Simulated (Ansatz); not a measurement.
The structure below was relaxed with PBEsol (Ansatz, a quantum-chemistry and plane-wave program, PAW, no SOC), earlier PAW set.

```yaml
crystal:
  lattice:
    - [4.31685, 0.00000, 0.00000]
    - [-2.15843, 3.73850, 0.00000]
    - [0.00000, 0.00000, 5.95556]
  atoms:
    - { symbol: Te, position: [0.28416, 0.28416, 0.50000] }
    - { symbol: Te, position: [0.71584, 0.00000, 0.83333] }
    - { symbol: Te, position: [0.00000, 0.71584, 0.16667] }
```

Find the space group and the Wyckoff positions.

Space group P3₁21 (No. 152); a = b = 4.317 Å, c = 5.956 Å, α = β = 90.00°, γ = 120.00°

| atom | site | symmetry | x | y | z |
|---|---|---|---|---|---|
| Te | 3b | .2. | 0.2842 | 0.2842 | 0.5000 |

Describe the coordination.

The crystal has 3 atoms in its conventional cell. Lattice parameters: a = b = 4.317 Å, c = 5.956 Å, α = β = 90.00°, γ = 120.00°. Te has 2 Te at 2.908 Å and 4 Te at 3.347 Å (octahedral). (Neighbours: up to the widest gap in distance over summed covalent radii, below 1.35, at either atom.)

Spin-orbit coupling, missing from the scalar runs, can matter with Te. Stability against distortions was not tested. The cell was made from Se by this change: Se → Te. No dispersion term is included in the PBEsol runs.
